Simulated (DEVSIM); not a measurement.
# illuminated GaSb p-on-n cell, one wavelength

Device: illuminated GaSb p-on-n cell, one wavelength, at 300 K.

```tsv
layer (left to right)	material	thickness (μm)	Nd (cm⁻³)	Na (cm⁻³)	τn (s)	τp (s)	absorption coefficient (cm⁻¹)
1	GaSb	0.120	-	7.6e17	1.3e-11	4.3e-10	78000
2	GaSb	0.630	2.3e16	-	1.5e-9	1.5e-9	78000
```

Left contact: ohmic, minority electron recombination velocity 50 cm/s. Right contact: ohmic, minority hole recombination velocity 100 cm/s. Voltage is applied to the left contact. Recombination: SRH at mid-gap, radiative, Auger. Light enters at the left, 1.2e18 photons cm⁻² s⁻¹, one pass, no reflection. Mobility is μmin + (μ − μmin)/(1 + (N/Nref)^α).

The device is made up for the run: typed textbook-type constants, with dimensions and the other settings drawn at random. Values at 300 K.

```
parameter        GaSb
-------------  ------
gap (eV)        0.726
affinity (eV)    4.06
permittivity     15.7
Nc (cm⁻³)      2.1e17
Nv (cm⁻³)      1.8e19
μn (cm²/Vs)      5000
μp (cm²/Vs)       850
μn,min           1000
μp,min            190
Nref,n         2.8e17
Nref,p           9e17
αn               1.05
αp               0.65
B (cm³/s)       1e-10
Cn (cm⁶/s)      5e-30
Cp (cm⁶/s)      5e-30
```

Simulated with DEVSIM: 1D drift-diffusion, Boltzmann statistics, complete ionisation; no tunnelling, impact ionisation, image-force lowering or self-heating.

| Quantity | Value |
|---|---|
| Potential step across the device at zero bias | 0.587 V |
| Largest field in the device at zero bias | 61000 V/cm |
| Dark forward voltage at 1 A/cm² | 0.345 V |
| Dark forward voltage at 100 A/cm² | 0.481 V |
| Short-circuit current | 183 mA/cm² |
| Open-circuit voltage | 0.292 V |
| Fill factor | 0.65 |
| Largest power | 34.7 mW/cm² |
| Share of generated pairs collected at short circuit | 0.957 |

Dark reverse current:

```csv
V (V),J (A/cm²)
-0.04,-0.00015
-0.10,-0.00030
-0.20,-0.00049
-0.30,-0.00065
-0.40,-0.00080
-0.60,-0.0011
-0.80,-0.0013
-1.00,-0.0015
-1.30,-0.0018
```

Current under light (generator sign):

```tsv
V (V)	J (mA/cm²)
0.00	183
0.02	183
0.04	183
0.08	182
0.10	182
0.14	180
0.16	177
0.18	174
0.20	168
0.22	158
0.24	140
0.26	110
0.28	53.3
0.30	-52.5
```
